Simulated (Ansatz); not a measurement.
**ZnSnP₂ in the chalcopyrite structure (space group I-42d, No. 122)**

Space group I-42d (No. 122); a = 5.6503 Å, b = 5.6503 Å, c = 11.3254 Å, α = 90.00°, β = 90.00°, γ = 90.00°

```csv
atom,site,symmetry,x,y,z
Zn,4a,-4..,0.0000,0.0000,0.0000
Sn,4b,-4..,0.0000,0.0000,0.5000
P,8d,.2.,0.2500,0.2717,0.3750
```
(The calculation used a cell of 8 atoms; values per cell refer to that cell.)

Method: r2SCAN, PAW, 500 eV (Ansatz, an electronic-structure program; no spin-orbit coupling). Settings: 8×8×8 k-points, 0.05 eV Fermi–Dirac smearing.

```json
{
 "volume_per_atom": "22.60 Å³",
 "density": "4.52 g/cm³",
 "band_gap": "1.25 eV, direct at Γ",
 "electron_mass": "0.10 mₑ along c, 0.094 mₑ across",
 "total_energy": "-2720.935 eV/atom (σ→0; compares only within this code and set-up)"
}
```

Masses are band curvatures over ±0.01 Å⁻¹ around the edge. No phonon test of stability was made.
